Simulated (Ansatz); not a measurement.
Abridged Ansatz (a program for electronic structure) output:

```
Relaxation: its limit of steps is 50 (relax.max_steps)
Pseudopotential: Ti, paw, valence charge 12
Crystal: 2 atoms, lattice volume = 32.726 Å³
Basis set: ecut = 420 eV, 627 PW (Γ), exchange–correlation on 40×40×64 points (8 copies of the dense FFT grid, shifted against one another)
Bands: 16, of which v1, the nominal top of the filled ones, is band 12 counted from 1 (11 counted from 0)
Symmetry: 24 space group operations
k-points: 392 of 6877
Functional: x = slater, c = lda
SCF iter   1: F=—  HF=-4900.636573 eV  |F-HF|=—  |Δ(HF+E_count)|=         —  Δρ=6.34e-3  dr2=5.55e-3  ethr=1.77e-3  ⟨swp⟩=4.5  Hψ=59118  notcnv=0  defer=1
SCF iter   2: F=—  HF=-4900.635065 eV  |F-HF|=—  |Δ(HF+E_count)|=   1.51e-3  Δρ=3.22e-3  dr2=1.38e-3  ethr=2.31e-5  ⟨swp⟩=1.0  Hψ=10976  notcnv=0  defer=1
SCF 1 converged in 6 iterations: F = -4900.634953 eV  dr2 = 6.51e-11
relax step   1: F+E_penalty+E_count = -4900.63495282 eV  Δ(F+E_penalty+E_count) = +0.000e0 eV  max|allowed force component| = 4.071e-16 eV/Å  Δτ_max = 0.0000 Å  (6 SCF iters, accepted)
SCF converged after 6 iterations
Free energy (F): -4900.634953 eV
Internal energy: -4900.560494 eV  (E = F + TS)
E sigma→0 (E₀):  -4900.597724 eV
Entropy (-TS):   -0.074458 eV (-37.229 meV/atom)
Fermi energy:    13.999494 eV
--- Forces (eV/Å), atoms counted from 1 ---
  atom   1  Ti     0.00000000     0.00000000    -0.00000000
  atom   2  Ti     0.00000000    -0.00000000     0.00000000
--- Stress (GPa, compression-positive) ---
       -1.817719       0.000000       0.000000
        0.000000      -1.817719       0.000000
        0.000000       0.000000      -1.876888
  P = ⅓ Tr σ = -1.8374 GPa (-18.374 kbar)
--- Relaxed structure (1 steps of the walk, 1 accepted, 0 SCFs on fresh bases) ---
  atoms:
    - { symbol: Ti, position: [0.6666666666666665, 0.33333333333333326, 0.75] }
    - { symbol: Ti, position: [0.33333333333333326, 0.6666666666666665, 0.25] }
```

Problem. What was computed, and what are the main results?

Solution. Ti, 2 atoms in the cell, with Kohn–Sham DFT with the LDA functional, run in Ansatz with PAW and 420 eV plane waves, spin-orbit coupling left out. The last SCF converged to F = -4900.634953 eV, or -2450.3175 eV per atom, at a pressure of -1.84 GPa. The total energy compares only with runs of the same code, potentials and settings.

The cells carry an imposed strain or load. Stability against distortions was not tested. All final runs are without spin polarisation. The cell was made from Ti in the hcp (Mg type) structure (space group P6_3/mmc, No. 194) by this change: isotropic strain +0.50 %.

Keys are those of Ansatz 0.2.
